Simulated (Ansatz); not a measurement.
Start from TiSe2 in the CdI2 type structure (space group P-3m1, No. 164; a = 3.4810 Å, c = 5.8719 Å; layered, stacked along the Cartesian z axis).

All numbers come from PBE-D3(BJ) (Ansatz, an electronic-structure program, PAW, no spin-orbit coupling).

One change was made to it. Results:

| quantity | base | after |
|---|---|---|
| band gap | zero | zero |
| density | 5.55 g/cm³ | 7.46 g/cm³ |
| shortest interatomic distance | 2.540 Å | 2.415 Å |

Task: Which change produced these results?
A) pressure 30 GPa
B) pressure −1 GPa
C) pressure −2 GPa
D) pressure 60 GPa
E) pressure 1.8 GPa

Result: A, pressure 30 GPa. For comparison, the density in the other runs: pressure −2 GPa gives 5.16 g/cm³; pressure 60 GPa gives 8.53 g/cm³; pressure −1 GPa gives 5.39 g/cm³; pressure 1.8 GPa gives 5.76 g/cm³.

Load acts through the strain it causes; cell and atoms are relaxed under it. No phonon test of stability was made. No other phases were tried under pressure. The final runs are not spin-polarised.
